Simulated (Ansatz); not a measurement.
Pyrite ZnS2 (high-pressure phase) was calculated with PBEsol in Ansatz (PAW).

Numerical settings: plane-wave cutoff 520 eV, 6×6×6 k mesh, Fermi–Dirac smearing 0.01 eV, scalar-relativistic PAW data made under PBE.

Cell (relaxed with PBEsol):

Space group Pa-3 (No. 205); a = 5.889 Å, b = 5.889 Å, c = 5.889 Å, α = 90.00°, β = 90.00°, γ = 90.00°

```json
[
 {"atom": "Zn", "site": "4a", "symmetry": ".-3.", "x": "0.0000", "y": "0.0000", "z": "0.0000"},
 {"atom": "S", "site": "8c", "symmetry": ".3.", "x": "0.3982", "y": "0.3982", "z": "0.3982"}
]
```

**Question.** What does this level give for the band gap and smallest direct gap on the k points sampled?

**Answer.** 
- band gap: 1.30 eV (indirect)
- smallest direct gap on the k points sampled: 1.47 eV

Ansatz is an electronic-structure program.
